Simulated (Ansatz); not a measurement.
# Cs2AgBiBr6 under a change: isotropic strain −2.25 %

Base system: Cs₂AgBiBr₆ (space group Fm-3m, No. 225; a = 11.187 Å).

The change: the cell is scaled by 0.9775 in all directions, atoms relaxed at fixed cell.

Computed with PBEsol/PAW in Ansatz (a program for electronic structure), without spin-orbit coupling. k-mesh 5×5×5 (Γ-centred); smearing 0.05 eV (Fermi–Dirac).

Volume per atom: 32.69 Å³ (base 35.00 Å³)
Space group: Fm-3m (No. 225) (base Fm-3m (No. 225))
Shortest interatomic distance: 2.675 Å (base 2.753 Å)
Energy relative to the base (free energy F): +15 meV/atom
Pressure: 22.0 kbar (base 0.0 kbar)
Band gap: 0.97 eV (base 1.10 eV)
Gap character: indirect, X → L (base indirect, X → L)
Smallest direct gap: 2.27 eV (base 2.23 eV)
Mean gap deformation potential ΔEg/Δln V: +1.8 eV
Width of the top valence band: 1.49 eV (base 1.27 eV)
Electron mass: 0.37 mₑ along k, 0.24 mₑ across (at L) (base 0.36 mₑ along k, 0.25 mₑ across (at L))
Hole mass: 0.15 mₑ along k, 0.61 mₑ across (at X) (base 0.17 mₑ along k, 0.69 mₑ across (at X))
Largest internal atomic displacement: 0.016 Å

Final structure:

```
CELL_PARAMETERS angstrom
      0.00000     5.46783     5.46783
      5.46783     0.00000     5.46783
      5.46783     5.46783     0.00000
ATOMIC_POSITIONS crystal
  Bi 0.00000 0.00000 0.00000
  Ag 0.50000 0.50000 0.50000
  Cs 0.25000 0.25000 0.25000
  Cs 0.75000 0.75000 0.75000
  Br 0.25537 0.74463 0.25537
  Br 0.25537 0.74463 0.74463
  Br 0.74463 0.25537 0.74463
  Br 0.74463 0.25537 0.25537
  Br 0.25537 0.25537 0.74463
  Br 0.74463 0.74463 0.25537
```

Cost of the whole job for the changed cell (relaxation, final SCF and bands): roughly 100 core-seconds.

With Bi present, leaving out spin-orbit coupling can change the band edges. Masses are band curvatures over ±0.01 Å⁻¹ around the edge. Along k means along the line from Γ to the band edge. Whether these cells are dynamically stable was not tested.
